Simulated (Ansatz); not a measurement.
**Pressure series in hypothetical zinc blende YP**

Base system: YP in the zinc blende structure (space group F-43m, No. 216; a = 6.290 Å; a hypothetical phase, not in the database extracts checked).

Cell and atoms are relaxed at each pressure.

Levels (all Ansatz, a quantum-chemistry and plane-wave program, PAW): PBE (420 eV, without spin-orbit coupling); r2SCAN (500 eV, scalar-relativistic without spin-orbit coupling).

The base cell above is that of PBE; each level relaxes its own structures.

```json
[
 {"case": "pressure −2 GPa", "band gap, PBE": "1.68 eV", "band gap, r2SCAN": "1.97 eV"},
 {"case": "pressure −1 GPa", "band gap, PBE": "1.66 eV", "band gap, r2SCAN": "1.95 eV"},
 {"case": "pressure 0.9 GPa", "band gap, PBE": "1.63 eV", "band gap, r2SCAN": "1.92 eV"},
 {"case": "pressure 2.1 GPa", "band gap, PBE": "1.61 eV", "band gap, r2SCAN": "1.90 eV"},
 {"case": "pressure 4.5 GPa", "band gap, PBE": "1.56 eV", "band gap, r2SCAN": "1.86 eV"},
 {"case": "pressure 9 GPa", "band gap, PBE": "1.48 eV", "band gap, r2SCAN": "1.79 eV"},
 {"case": "pressure 15 GPa", "band gap, PBE": "1.36 eV", "band gap, r2SCAN": "1.68 eV"},
 {"case": "pressure 22.5 GPa", "band gap, PBE": "1.20 eV", "band gap, r2SCAN": "1.52 eV"},
 {"case": "pressure 30 GPa", "band gap, PBE": "1.03 eV", "band gap, r2SCAN": "1.35 eV"}
]
```

PBE lies below r2SCAN in every row, by 0.29 eV to 0.33 eV. They put the cases in the same order.

Load acts through the strain it causes; cell and atoms are relaxed under it. Stability against distortions was not tested. No other phases were tried under pressure.
